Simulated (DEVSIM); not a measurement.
Device: W/Si3N4/p-Ge capacitor, at 300 K.

Layer 1 from the left is Si3N4, thickness (nm) 3.00. Layer 2 from the left is Ge, thickness (nm) 1100, Na (cm⁻³) 2.8e17.

Metal gate on the left, work function 4.6 eV. Fixed charge at the semiconductor interface -2.1e10 cm⁻² (in units of +e); no interface traps.

The device is made up for the run: typed textbook-type constants, with dimensions and the other settings drawn at random. Values at 300 K.

Si3N4: gap (eV) 5.1, affinity (eV) 2.1, permittivity 7.5. Ge: gap (eV) 0.664, affinity (eV) 4, permittivity 16, Nc (cm⁻³) 1.04e19, Nv (cm⁻³) 6e18.

Model (solved in DEVSIM): 1D Poisson equation in equilibrium, Boltzmann statistics, complete ionisation; no quantum confinement or tunnelling. Metal contacts follow the ideal Schottky-Mott rule: no Fermi-level pinning, no interface dipoles.

### Question
What does the simulation give for the threshold voltage (band bending 2φF), the minimum of the low-frequency capacitance, the flat-band voltage?

### Answer
threshold voltage (band bending 2φF) 0.62 V; minimum of the low-frequency capacitance 0.266 μF/cm²; flat-band voltage 0.02 V.
